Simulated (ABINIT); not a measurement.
ABINIT run on As (P-1, 2 atoms in the cell): self-consistent single point.

Method: PBE, PAW (JTH v2.0 PBE PAW) (plane waves; ABINIT 10.0.3).

The change in words: lattice scaled by 0.98. Reference geometry:
```yaml
crystal:
  lattice:
    - [1.87741, 1.08392, 3.70434]
    - [-1.87741, 1.08392, 3.70434]
    - [0.00000, -2.16785, 3.70434]
  atoms:
    - { symbol: As, position: [0.21578, 0.22546, 0.22706] }
    - { symbol: As, position: [0.78422, 0.77454, 0.77294] }
```

Reference input (self-consistent single point, DFT, PBE, plane waves, PAW (JTH v2.0 PBE PAW)): pseudos = [As.GGA_PBE-JTH.xml]; ecut = 20 Ha; pawecutdg = 40 Ha; pawxcdev = 0; occopt = 3; tsmear = 0.00367493 Ha; ngkpt = 7 7 7; nshiftk = 1; shiftk = 0 0 0; potentials = JTH v2.0 PBE PAW; nband = 21; kptopt = 1. This run's input differs from it in these lines:

```diff
@@ -3,7 +3,7 @@
 pseudos "As.GGA_PBE-JTH.xml"
-acell 8.1107939026 8.1107939026 8.1107936608
+acell 7.9485779854 7.9485779854 7.9485772872
 rprim
-         0.4374159628    0.2525421845    0.8630699396
-        -0.4374159628    0.2525421845    0.8630699396
-         0.0000000000   -0.5050843841    0.8630699653
+         0.4374160125    0.2525422951    0.8630698820
+        -0.4374160125    0.2525422951    0.8630698820
+        -0.0000000000   -0.5050843968    0.8630699578
 natom 2
```

The program printed (abridged):

```
--- !BeginCycle
solver: {iscf: 17, nstep: 80, nline: 4, wfoptalg: 10, }
tolerances: {tolvrs: 1.00E-10, }
...

     iter   Etot(hartree)      deltaE(h)  residm     nres2
 ETOT  1  -226.08423443057    -2.261E+02 6.293E+01 2.924E+00
 ETOT  2  -227.74052448643    -1.656E+00 6.143E-02 2.207E+00
 ETOT  3  -227.73811508504     2.409E-03 3.288E-02 8.304E-01
 ETOT  4  -227.73579661994     2.318E-03 6.223E-03 1.782E-02
 ETOT  5  -227.73579968853    -3.069E-06 1.508E-03 2.673E-03
   [... 4 lines left out ...]
 ETOT 10  -227.73581240908     5.401E-10 5.508E-05 4.946E-09
 ETOT 11  -227.73581240916    -7.947E-11 6.129E-05 2.047E-09
 ETOT 12  -227.73581240916     2.672E-12 2.323E-05 2.593E-10
 ETOT 13  -227.73581240917    -4.377E-12 2.591E-05 8.921E-11
 At SCF step   13       nres2   =  8.92E-11 < tolvrs=  1.00E-10 =>converged.

 Cartesian components of stress tensor (hartree/bohr^3)
  sigma(1 1)= -2.84107329E-04  sigma(3 2)= -3.16985055E-05
  sigma(2 2)= -3.18923852E-04  sigma(3 1)= -4.01500023E-05
  sigma(3 3)= -2.05354027E-04  sigma(2 1)=  2.18727831E-05

 ----iterations are completed or convergence reached----

 reduced coordinates (array xred) for    2 atoms
       0.215781000000      0.225457000000      0.227062000000
       0.784219000000      0.774543000000      0.772938000000
 cartesian forces (eV/Angstrom) at end:
    1      0.26208289863994     0.20850764351041     1.10561540596456
    2     -0.26208289863994    -0.20850764351041    -1.10561540596456
 frms,max,avg= 6.6697034E-01 1.1056154E+00   0.000E+00  0.000E+00  0.000E+00 e/A
   [... lines left out ...]
 Fermi (or HOMO) energy (hartree) =   0.24483   Average Vxc (hartree)=  -0.36086
   [... lines left out ...]
'-kT*entropy'       : -2.08884250098999E-04
total_energy        : -2.27735812117394E+02
total_energy_eV     : -6.19700660219526E+03
...

-Cartesian components of stress tensor (GPa)         [Pressure=  7.9278E+00 GPa]
- sigma(1 1)= -8.35872479E+00  sigma(3 2)= -9.32602072E-01
- sigma(2 2)= -9.38306208E+00  sigma(3 1)= -1.18125365E+00
- sigma(3 3)= -6.04172304E+00  sigma(2 1)=  6.43519387E-01

 Calculation completed.
```

The run converged in 13 iterations. Against the reference run the free energy goes up by 43.1 meV/atom, the pressure goes from 2.71 to 7.93 GPa and the largest force goes from 0.671 to 1.155 eV/Å.

The starting cell comes from a database of computed structures (which also holds hypothetical and non-ambient phases and stackings), without a prior relaxation at this level. Its atoms were displaced at random from the sites of space group no. 166. For this run, on top of that: lattice scaled by 0.98. With a pressure of about 8 GPa the cell is away from its equilibrium volume at this level. Forces in this geometry exceed 1 eV/Å.

Cost on one core of a shared machine: roughly 8 min.
